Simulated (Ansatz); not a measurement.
The parent structure is BAs in the zinc blende structure (space group F-43m, No. 216; a = 4.7679 Å). Axes: x, y, z lie along the cube axes.

The values are results of PBEsol, PAW, 420 eV (Ansatz, a first-principles code; without spin-orbit coupling), not measurements.

For the base:

| Item | Value |
|---|---|
| Pressure | 0.00 GPa |
| Band gap | 1.08 eV |
| Valence-band top at Γ | 0.00, 0.00, 0.00 eV |
| Smallest direct gap | 3.25 eV |

Perturbation: the cell is stretched by 0.50 % along z with no lateral relaxation, atoms relaxed at fixed cell.

Q: What does the calculation give for the pressure, band gap, valence-band top at Γ and smallest direct gap after the change?

A: The pressure (mean of the normal stresses, compression positive) goes from zero to -0.69 GPa; the band gap falls by 0.03 eV (1.08 eV → 1.05 eV); the valence-band top at Γ (three highest levels, from the VBM) goes from 0.00, 0.00, 0.00 eV to 0.00, 0.00, -0.05 eV; the smallest direct gap falls by 0.03 eV to 3.22 eV.

The cells carry an imposed strain or load. Stability against distortions was not tested.
